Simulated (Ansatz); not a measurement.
# Competing hops of Au-vacancy pair in hcp Ru, neutral cell

System: Au-vacancy pair (Au on one host Ru site, one Ru site vacant) in hcp Ru (neutral cell). Calculation: PBE, PAW (plane waves to 420 eV; Ansatz, a program for electronic structure).

36-site cell at the relaxed PBE lattice, a 2×2×2 k-point mesh shifted by half a step along c, smearing 0.10 eV, spin-restricted, no finite-size correction. No zero-point or tunnelling terms. Spin-orbit coupling is left out. Forms of the defect that were not tried may lie lower.

Barriers: single points on a 4×4×4 k-point mesh shifted by half a step along c at the bands' geometries.

| Route | Start site over the lowest site run (eV) | Hop (Å) | Forward barrier (eV) | Backward barrier (eV) | Neighbours at the start | Neighbours at the saddle | Saddle order | Forward, on the band's own sampling (eV) |
|---|---|---|---|---|---|---|---|---|
| direct exchange of Au with the vacancy (Au-vacancy distance between ideal sites 2.66 Å throughout) | 0.00 | 2.45 | 1.55 | 1.55 | 2 Ru at 2.68, 2 Ru at 2.72, Ru at 2.73, 2 Ru at 2.76, 2 Ru at 2.79, 2 Ru at 2.81 Å | 4 Ru at 2.54, 4 Ru at 3.03, 2 Ru at 3.29 Å | not checked, on a symmetry element | 1.50 |
| direct exchange of Au with the vacancy (Au-vacancy distance between ideal sites 2.72 Å throughout) | 0.15 | 2.54 | 1.41 | 1.41 | 2 Ru at 2.69, 2 Ru at 2.71, 3 Ru at 2.74, Ru at 2.76, Ru at 2.79, Ru at 2.80, Ru at 2.87 Å | Ru at 2.50, 2 Ru at 2.54, Ru at 2.67, 4 Ru at 2.89 Å | not checked, on a symmetry element | 1.44 |

Paths come from climbing-image nudged elastic band runs.  A band can be held on a symmetry element, so unchecked saddle points there may be too high.

The whole set of runs took roughly 2.4 core-hours.
